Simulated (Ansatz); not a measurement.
Take K2S in the anti-fluorite structure (space group Fm-3m, No. 225) as the base.

K₂S is taken in the cubic space group Fm-3m (No. 225), the anti-fluorite structure, Pearson symbol cF12. Lattice parameters: a = 7.3360 Å, b = 7.3360 Å, c = 7.3360 Å, α = 90.00°, β = 90.00°, γ = 90.00°. K on 8c is surrounded by 4 S at 3.177 Å (tetrahedral). S on 4a is coordinated by 8 K at 3.177 Å (cubic). (Neighbours: up to the widest gap in distance over summed covalent radii, below 1.35, at either atom; cation-cation and far metal-metal contacts left out.)
(The calculation used a cell of 3 atoms; values per cell refer to that cell.)

Computed with plane-wave PAW DFT at the PBEsol level (Ansatz, an electronic-structure program, 420 eV), no spin-orbit coupling.

Strains are applied to the cell and any free atomic positions relax.

One change was made to it. Results:

The smallest direct gap shrinks by 0.05 eV (2.58 eV → 2.53 eV); the energy increases by 0.4 meV/atom; the valley order (the lowest conduction-band minima on the path, energy above the VBM, named in the base's zone) goes from Γ 2.35 eV; X along ⟨100⟩ 3.42 eV to Γ 2.31 eV; X along ⟨100⟩ 3.42 eV.

Question: Which of these changes matches the shifts?
A) isotropic strain +1.50 %
B) isotropic strain −3.00 %
C) isotropic strain +1.00 %
D) isotropic strain −2.50 %
E) isotropic strain +0.50 %

Answer: E, isotropic strain +0.50 %. For comparison, the valley order in the other runs: isotropic strain +1.50 % gives Γ 2.24 eV; X along ⟨100⟩ 3.41 eV; isotropic strain +1.00 % gives Γ 2.28 eV; X along ⟨100⟩ 3.42 eV; isotropic strain −2.50 % gives Γ 2.53 eV; X along ⟨100⟩ 3.42 eV; isotropic strain −3.00 % gives Γ 2.57 eV; X along ⟨100⟩ 3.42 eV.

Gaps are read on the SCF mesh and a high-symmetry path. No phonon test of stability was made.
